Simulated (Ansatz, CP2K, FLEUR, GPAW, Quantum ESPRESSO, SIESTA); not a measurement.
**One structure in several programs: NiTe2 (P-3m1, 3 atoms in the cell)**

Self-consistent single point.

```xyz
3
Lattice="3.9223 0.0000 0.0000 -1.9612 3.3968 0.0000 0.0000 0.0000 5.4380" Properties=species:S:1:pos:R:3 pbc="T T T"
Ni     0.0000     0.0000     0.0000
Te     0.0000     2.2646     1.3156
Te     1.9612     1.1323     4.1224
```

All programs got the same cell, k-point mesh and kind of occupations (in Ansatz's words: kpoints.mp_grid.grid = 10 10 7; scf.occupations.method = fermi_dirac; scf.occupations.width = 0.1 eV); potentials, basis and cutoffs are each program's usual ones.

| code | model | pressure (GPa) | largest force (eV/Å) | k-points | cutoff |
|---|---|---|---|---|---|
| GPAW | PBEsol, GPAW PAW datasets PBEsol (made by gpaw-setup) | -6.04 | 0.343 | 80 | 800 eV |
| SIESTA | GGA PBEsol, numerical atomic orbitals DZP, PseudoDojo PBEsol standard norm-conserving potentials (rewritten from UPF to PSML) | -7.10 | 0.009 | 360 | grid 300 Ry |
| CP2K | PBEsol, GPW, DZVP-MOLOPT-SR-GTH basis, GTH-PBE potentials (GTH_POTENTIALS) | -2.89 | 0.014 | 352 | grid 600 Ry |
| FLEUR | PBEsol, all-electron FLAPW (FLEUR), scalar-relativistic valence | – | 0.288 | 80 | Kmax 4.3 1/bohr |
| Ansatz | PBEsol, PAW files made with PBE | -5.77 | 0.307 | 80 | 420 eV |
| Quantum ESPRESSO | PBEsol, PSlibrary PAW (PBE) pseudopotentials | -5.64 | 0.263 | 80 | 50 Ry |

A dash marks a value that a program does not give, or that is left out as unsure.

The spread over the programs that give each value: pressure within 4.21 GPa; largest force within 0.334 eV/Å.

The starting cell comes from a database of computed structures (which also holds hypothetical and non-ambient phases and stackings), without a prior relaxation at this level. Its lattice was rescaled by a random factor within 2.5 % of one. On Ansatz's run: Spin-orbit coupling is off. Spin polarisation is off, so a magnetic state, if there is one, cannot be reached. In the base run, with a pressure of about -6 GPa the cell is away from its equilibrium volume at this level.

Problem. Why do the programs differ, and what cannot be compared?

Solution. Differences of this kind can come from the potentials, where these differ, and from what each basis and cutoff leave unconverged. The valence holds different numbers of electrons (GPAW 28, SIESTA 50, CP2K 30, FLEUR 48, Ansatz (a first-principles code) 50, Quantum ESPRESSO 22). The zero of total energies and Fermi levels follows the potentials and each program's conventions, so they are not compared here. SIESTA and CP2K use small atom-centred bases, whose incompleteness enters pressures, forces and empty levels differently from a plane-wave cutoff. FLEUR treats all electrons, but the usual bases taken here (sphere radii, linearisation, local orbitals, empty states) were not tested for convergence, so the values are no reference for the others. Ansatz's pressure is given at a fixed set of plane waves, as the other plane-wave codes print theirs; with its correction for the finite basis it is -5.72 GPa. The programs reduce the same mesh by symmetry to different extents, which changes the work and not the result. In the pressure, SIESTA (by 1.34) and CP2K (by 2.87) lie more than 1 GPa from the median of the plane-wave programs. In the force vectors, SIESTA (by 0.316) and CP2K (by 0.293) lie more than 0.08 eV/Å from the median of the plane-wave programs.

Left out of this page: ABINIT (stopped by limits of time or memory).

Keys are those of Ansatz 0.2.
